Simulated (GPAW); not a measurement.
GPAW is run on MgCoGe (P4/nmm, 6 atoms in the cell), and the run fails. The aim is a self-consistent single point with DFT PBEsol, plane waves, GPAW PAW datasets PBEsol (made by gpaw-setup).

Cell that was meant: a = 3.8597 Å, b = 3.8597 Å, c = 6.1075 Å, α = 90.00°, β = 90.00°, γ = 90.00°.

Part of the input:

```python

calc = GPAW(mode={'name': 'pw', 'ecut': 850},
            xc='PBEsol',
            setups={'Mg': 'pv'},
            kpts=monkhorst_pack((5, 5, 3)) + [0.5 / 5, 0.5 / 5, 0.5 / 3],
            occupations={'name': 'methfessel-paxton', 'width': 0.272, 'order': 1},
            nbands=-10,
```

The program printed (abridged):

```
Input parameters:
  convergence: {density: 1e-05}
  kpts: [[-0.3        -0.3        -0.16666667],
         [-0.3        -0.3         0.16666667],
         [-0.3        -0.3         0.5       ],
         ...,
         [ 0.5         0.5        -0.16666667],
         [ 0.5         0.5         0.16666667],
         [ 0.5         0.5         0.5       ]]
  maxiter: 120
  mode: {ecut: 850,
         name: pw}
  nbands: -10
  occupations: {name: methfessel-paxton,
                order: 1,
                width: 0.272}
  setups: {Mg: pv}
  symmetry: {symmorphic: False,
             tolerance: 0.0005}
  xc: PBEsol

Traceback (most recent call last):
   [... frames left out ...]
FileNotFoundError: Could not find required PAW dataset file "Mg.pv.PBEsol".

You need to set the GPAW_SETUP_PATH environment variable to point to
the directories where PAW dataset and basis files are stored.  See
https://gpaw.readthedocs.io/install.html#install-paw-datasets
for details.
```

Question: Read the log: what does the program object to, and what is the fix?

Answer: The fault is a potential or basis that cannot be found. The input names a file or set that is not where the program looks, or that does not exist under that name. To fix it, correct the name or place the file. The program stopped before any SCF iteration.

The sound input it was made from differs as follows (other fixes are possible):
```diff
-            setups={'Mg': 'pv'},
```

With that input, the run converged in 21 iterations: free energy E − TS (from the program's reference atoms) -33.4603 eV; Fermi level (on the code's own zero) 7.68 eV; pressure -0.15 GPa; largest force (vector length) 0.106 eV/Å (DFT PBEsol, plane waves, GPAW PAW datasets PBEsol (made by gpaw-setup)).

On the sound input: the starting cell comes from a database of computed structures (which also holds hypothetical and non-ambient phases and stackings), without a prior relaxation at this level. Spin polarisation is off. Without a gap this mesh is coarse (it stands for a supercell whose shortest vector is 18 Å).
